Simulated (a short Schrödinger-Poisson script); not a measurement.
Gated Al0.4Ga0.6N/GaN polarisation-induced gas

Stack: gated Al0.4Ga0.6N/GaN polarisation-induced gas, at 300 K.

```tsv
layer	material	thickness (nm)	Na (cm⁻³)
1	Al0.4Ga0.6N	15	-
2	GaN	6000	3e15
```

The device is made up for the run: typed textbook-type constants, with dimensions and the other settings drawn at random. Al0.4Ga0.6N: permittivity 9.26, conduction-band edge (eV) 0.58, gap (eV) 4.258, electron mass (mₑ) 0.248, Nv at 300 K (cm⁻³) 4.6e19. GaN: permittivity 9.5, conduction-band edge (eV) 0, gap (eV) 3.43, Nv at 300 K (cm⁻³) 4.6e19.

Channel valleys (confinement mass, in-plane density-of-states mass, number): Γ 0.2, 0.2, 1. At the gate the conduction-band edge of layer 1 lies 1.36 eV − eVg above the Fermi level of the channel; the field vanishes at the back. Sheet of polarisation charge: +2e13 e/cm² at 15 nm from the gate. The barrier under the gate holds no holes. Gaps are held at their typed values at every temperature. Mesh 0.08 nm at interfaces.

From a short Schrödinger-Poisson script (our own, NumPy): 1D Poisson equation in equilibrium, electrons quantum, Hartree plus LDA exchange-correlation (BenDaniel-Duke, 40 states a valley, the channel's in-plane mass for all, wave functions free to enter the barrier), parabolic valleys, classical holes, full ionisation, no traps, pinning or gate leakage.

| Vg (V) | electrons (cm⁻²) | in the channel layer | C (μF/cm²) | Γ E0 (meV) | Γ E1 (meV) |
|---|---|---|---|---|---|
| 0.5 | 1.72e13 | 1.58e13 | 0.521 | -182.4 | -3.4 |
| -0.2 | 1.49e13 | 1.39e13 | 0.517 | -159.7 | 4.6 |
| -0.9 | 1.27e13 | 1.20e13 | 0.514 | -136.5 | 12.6 |
| -1.6 | 1.04e13 | 9.97e12 | 0.511 | -112.7 | 20.9 |
| -2.3 | 8.21e12 | 7.93e12 | 0.507 | -88.3 | 29.5 |
| -3 | 6.00e12 | 5.86e12 | 0.501 | -62.9 | 38.5 |
| -3.7 | 3.83e12 | 3.77e12 | 0.492 | -35.0 | 48.6 |
| -4.4 | 1.72e12 | 1.70e12 | 0.470 | 0.6 | 63.4 |
| -5.1 | 1.02e10 | 1.02e10 | 0.0644 | 147.7 | 181.5 |

Gate voltages with under 1e6 electrons/cm² are left out.

Subbands count from the Fermi level.
